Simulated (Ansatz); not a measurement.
The starting structures come from a database of crystals and need not be the phases stable at ambient conditions.

By PBEsol, the system below comes out a metal.

Without scattering a metal conducts by its projected Fermi surface.

Input:

```
BaSi2
1.0
    4.12294     0.00000     0.00000
    0.00000     5.13888     0.00000
    2.06147     0.00000     3.46345
Ba Si
1 2
Direct
  0.00000   0.00000   0.00000
  0.66667   0.50000   0.66667
  0.33333   0.50000   0.33333
```

Space group of this cell: Cmmm. The cell is strained (lengths along the current scaled by 0.97, ions clamped).

The current flows along the normal of the first two printed cell vectors. No spin-orbit coupling; the value is a mean over 0.1 eV about the Fermi level.

Problem. Estimate the ballistic conductance per area that PBEsol (Ansatz, an electronic-structure program) returns for this system.

Solution. 0.65 × 10¹⁵ S/m² for both spins.
